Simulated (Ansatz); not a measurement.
Here is the system:

```
Cu3N
1.0
    3.81009     0.00000     0.00000
    0.00000     3.81009     0.00000
    0.00000     0.00000     3.74585
Cu N
3 1
Direct
  0.50000   0.00000   0.00000
  0.00000   0.50000   0.00000
  0.00000   0.00000   0.50000
  0.00000   0.00000   0.00000
```

No spin polarisation.

Calculations: PBEsol in Ansatz (plane waves to 420 eV, PAW, spin-orbit coupling left out). k-mesh 12×12×12 (Γ-centred); smearing 0.05 eV (Fermi–Dirac).

Predict the band gap.

0.07 eV.

What gap character does the calculation give?

Indirect, A → M.

Estimate the smallest direct gap.

0.59 eV.

Predict the space group.

P4/mmm (No. 123).

The cells carry an imposed strain or load. Whether these cells are dynamically stable was not tested. All final runs are without spin polarisation. The cell was made from Cu$_{3}$N (space group Pm-3m, No. 221) by this change: biaxial strain +1.20 %, plane normal [001], relaxed out of plane. A zero or small gap of Cu3N can be the functional's error rather than a property of the material.

Ansatz is a first-principles code.
